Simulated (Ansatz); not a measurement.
The reference is SiC in the zinc blende structure (space group F-43m, No. 216; a = 4.3290 Å). Axes: x, y, z lie along the cube axes.

The values are results of plane-wave PAW DFT at the LDA level (Ansatz, a first-principles code, 420 eV), scalar-relativistic without spin-orbit coupling, not measurements.

Base values:

| Property | Result |
|---|---|
| Smallest direct gap | 4.53 eV |
| Band gap | 1.30 eV |

One thing is altered: biaxial strain +1.00 %, plane normal [001], relaxed out of plane (Cartesian); in-plane vectors clamped, the third vector and the atoms free.

Problem. What does the calculation give for the smallest direct gap after the change?

Solution. The smallest direct gap falls by 0.035 eV (4.53 eV → 4.50 eV).

Problem. What happens to the out-of-plane strain?

Solution. The out-of-plane strain is -0.72 %.

Problem. Estimate the effect on the band gap.

Solution. The band gap decreases by 0.17 eV to 1.13 eV.

No phonon test of stability was made.
